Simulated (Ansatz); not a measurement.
The reference is Mg in the hcp (Mg type) structure (space group P6_3/mmc, No. 194; relaxed with 0.1 eV smearing).

```yaml
crystal:
  lattice:
    - [3.17512, 0.00000, 0.00000]
    - [-1.58756, 2.74974, 0.00000]
    - [0.00000, 0.00000, 5.16281]
  atoms:
    - { symbol: Mg, position: [0.66667, 0.33333, 0.25000] }
    - { symbol: Mg, position: [0.33333, 0.66667, 0.75000] }
```

Cartesian axes are those of the cell as printed.

Computed with DFT with PBEsol, PAW potentials and a 420 eV plane-wave cutoff in Ansatz (an electronic-structure program), no SOC.

Base values:

```
Property           Result
---------------  --------
Volume per atom  22.54 Å³
```

The change: biaxial strain −2.50 %, plane normal [001], relaxed out of plane (Cartesian); in-plane vectors clamped, the third vector and the atoms free.

Question: Predict the new volume per atom and in-plane stress.

Answer: The volume per atom decreases by 0.83 Å³, from 22.54 Å³ to 21.71 Å³; the mean in-plane stress (compression positive) amounts to +2.4 GPa.

Whether these cells are dynamically stable was not tested.
